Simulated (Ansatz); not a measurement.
Cells marked so need not be the phases stable at ambient conditions, and some may be hypothetical.

 Where the default PAW files enter, the runs use the earlier of Ansatz's two default sets.

The gap is the functional's own. No spin-orbit coupling. Mid-gap values are interpolated on the energy grid.

A. Rb$_{2}$GeF$_{6}$ (Fm-3m, not sure to be the ambient phase, 9 atoms a cell, 16.7 Å³ an atom), along the normal of (111)
B. SnF$_{4}$ (I4/mmm, not sure to be the ambient phase, 5 atoms a cell, 14.0 Å³ an atom, -5 GPa at this level), along the normal of (110)
C. KLiBeF$_{4}$ (P6_3, not sure to be the ambient phase, 14 atoms a cell, 13.3 Å³ an atom), along the normal of (001)
D. Mg2FeH6 (Fm-3m, not sure to be the ambient phase, 9 atoms a cell, 7.1 Å³ an atom), along the normal of (110)

### Question
Order them by mid-gap decay constant of the slowest evanescent state (highest first) at the level Ansatz (an electronic-structure program) with r2SCAN.

### Answer
C (0.64 1/Å), A (0.56 1/Å), B (0.45 1/Å), D (0.40 1/Å)
